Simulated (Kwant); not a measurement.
Device: π system c1ccc2c(c1)[nH]c1ccccc12 between two chain leads. The π system is taken as planar. Atoms are numbered from 0 in the order of the SMILES. Site energies (eV, carbon 0): [0.0, 0.0, 0.0, 0.0, 0.0, 0.0, -3.6, 0.0, 0.0, 0.0, 0.0, 0.0, 0.0]. Bonds (i, j, β in eV): (0,1,-2.4) (1,2,-2.4) (2,3,-2.4) (3,4,-2.4) (4,5,-2.4) (4,6,-1.92) (6,7,-1.92) (7,8,-2.4) (8,9,-2.4) (9,10,-2.4) (10,11,-2.4) (11,12,-2.4) (5,0,-2.4) (12,7,-2.4) (12,3,-2.4). Leads: chains of hopping −3.6 eV, joined by −1.2 eV to atoms 0 and 10.

Site energies and bond integrals are typed Hückel values.

Computed with Kwant: Hückel tight-binding model, one pz orbital an atom, one spin, coherent transport at 0 K. Conductance is in e²/h.

Sweep values stay those of the base run.

Base results: transmission at E = 0 0.00021.

Q: What follows from this one change: contacts moved from atoms [0, 10] to [0, 1]?

A: transmission at E = 0 0.00021 → 0.023.

Q: What follows from this one change: contacts moved from atoms [0, 10] to [0, 5]?

A: transmission at E = 0 0.00021 → 0.032.
